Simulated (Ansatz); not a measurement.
Input:

```
SnO2
1.0
    4.74067     0.00000     0.00000
    0.00000     4.74067     0.00000
    0.00000     0.00000     3.17985
Sn O
2 4
Direct
  0.00000   0.00000   0.00000
  0.50000   0.50000   0.50000
  0.30530   0.30530   0.00000
  0.80530   0.19470   0.50000
  0.19470   0.80530   0.50000
  0.69470   0.69470   0.00000
```

No spin polarisation.

Method: DFT with PBE, PAW potentials and a 420 eV plane-wave cutoff in Ansatz (a quantum-chemistry and plane-wave program), no spin-orbit coupling. Settings: 7×7×10 k-points, 0.05 eV Fermi–Dirac smearing.

**Question.** Predict the gap character, band gap, valence-band top at Γ and width of the top valence band.

**Answer.** The gap character is direct at Γ. The band gap is 1.26 eV and the valence-band top at Γ (three highest levels, from the VBM) comes out as 0.00, -0.79, -0.79 eV. The width of the top valence band is 1.26 eV.

The cells carry an imposed strain or load. Whether these cells are dynamically stable was not tested. The cell was made from SnO₂ in the rutile structure (space group P4_2/mnm, No. 136) by this change: isotropic strain −1.80 %.
